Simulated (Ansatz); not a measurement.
Reference: HgI₂ (Cmc2_1), PBEsol+D3BJ, rigid bands (plane waves, PAW, scalar-relativistic; Ansatz, a program for electronic structure); axes and stresses refer to this cell.

```yaml
crystal:
  lattice:
    - [2.17705, -3.62594, 0.00000]
    - [2.17705, 3.62594, 0.00000]
    - [0.00000, 0.00000, 12.95694]
  atoms:
    - { symbol: Hg, position: [0.65250, 0.34750, 0.00139] }
    - { symbol: Hg, position: [0.34750, 0.65250, 0.50139] }
    - { symbol: I, position: [0.62778, 0.37222, 0.63846] }
    - { symbol: I, position: [0.37222, 0.62778, 0.13846] }
    - { symbol: I, position: [0.06804, 0.93196, 0.36344] }
    - { symbol: I, position: [0.93196, 0.06804, 0.86344] }
```

The electron mass along z is 0.26 mₑ and the band gap is 1.08 eV. The electron conductivity mass is 0.51 mₑ.

Change: functional r2SCAN on the same cell. What happens to electron mass along z, band gap, electron conductivity mass?

electron mass along z rises to 0.29 mₑ; band gap rises to 1.40 eV; electron conductivity mass rises to 0.56 mₑ.

Masses are for dilute carriers at 300 K, harmonic means over directions unless an axis is named. Spin-orbit coupling is left out unless a row names it; without it the gap and masses of crystals with these elements can be far off. 

Formula and space group known from diffraction (Crystallography Open Database), not checked to be the room-temperature form: HgI2 (Cmc2_1). PBEsol with a dispersion correction tends to overbind, so the cell can be several per cent short, in bad cases over ten, which usually narrows a gap: HgI2 (Cmc2_1).
